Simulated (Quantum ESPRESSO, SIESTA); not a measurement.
A Quantum ESPRESSO input for a self-consistent single point of PbO (P4/nmm, 4 atoms in the cell) (DFT, PBE, plane waves, GBRV 1.5 ultrasoft (PBE) pseudopotentials):

```fortran
&CONTROL
 calculation = 'scf',
 prefix = 'scf',
 outdir = './out',
 pseudo_dir = './',
 tprnfor = .true.,
 tstress = .true.,
/
&SYSTEM
 ibrav = 0,
 nat = 4,
 ntyp = 2,
 ecutwfc = 40,
 ecutrho = 200,
 occupations = 'smearing',
 smearing = 'fermi-dirac',
 degauss = 0.0036749,
/
&ELECTRONS
 conv_thr = 1e-10,
/
ATOMIC_SPECIES
Pb   207.2000  pb_pbe_v1.uspp.F.UPF
O     15.9990  o_pbe_v1.2.uspp.F.UPF
CELL_PARAMETERS {angstrom}
   3.980000000     0.000000000     0.000000000
   0.000000000     3.980000000     0.000000000
   0.000000000     0.000000000     5.020000000
ATOMIC_POSITIONS {crystal}
Pb    0.500000000    0.000000000    0.765000000
Pb    0.000000000    0.500000000    0.235000000
O     0.500000000    0.500000000    0.000000000
O     0.000000000    0.000000000    0.000000000
K_POINTS {automatic}
6 6 5  0 0 0
```

### Question
Translate this input to SIESTA.

### Answer
One input that does it (others would too):

```
# files in the folder: Pb.psml O.psml (PseudoDojo PBE standard)
SystemName  PbO
SystemLabel pbo

NumberOfAtoms                4
NumberOfSpecies              2
%block ChemicalSpeciesLabel
  1 82 Pb
  2 8 O
%endblock ChemicalSpeciesLabel
LatticeConstant              3.980000 Ang
%block LatticeVectors
     1.000000000    0.000000000    0.000000000
     0.000000000    1.000000000    0.000000000
     0.000000000    0.000000000    1.261306533
%endblock LatticeVectors
AtomicCoordinatesFormat      Ang
%block AtomicCoordinatesAndAtomicSpecies
     1.990000000    0.000000000    3.840300000  1
     0.000000000    1.990000000    1.179700000  1
     1.990000000    1.990000000    0.000000000  2
     0.000000000    0.000000000    0.000000000  2
%endblock AtomicCoordinatesAndAtomicSpecies

XC.functional                GGA
XC.authors                   PBE
PAO.BasisSize                DZP
PAO.EnergyShift              0.01 Ry
MeshCutoff                   300 Ry
%block kgrid.MonkhorstPack
    6   0   0  0.0
    0   6   0  0.0
    0   0   5  0.0
%endblock kgrid.MonkhorstPack
OccupationFunction           FD
ElectronicTemperature        0.05 eV

MaxSCFIterations             150
SCF.Mixer.Method             Broyden
SCF.Mixer.Weight             0.1
SCF.Mixer.History            8
SCF.DM.Tolerance             1.0E-05
Diag.ParallelOverK           true
WriteForces                  true
```

Basis, cutoffs, solver keys and any potentials are the target program's own. This input uses DFT, GGA PBE, numerical atomic orbitals DZP, PseudoDojo PBE standard norm-conserving potentials (rewritten from UPF to PSML).

The starting cell has typed, rounded lattice constants, without a prior relaxation at this level.
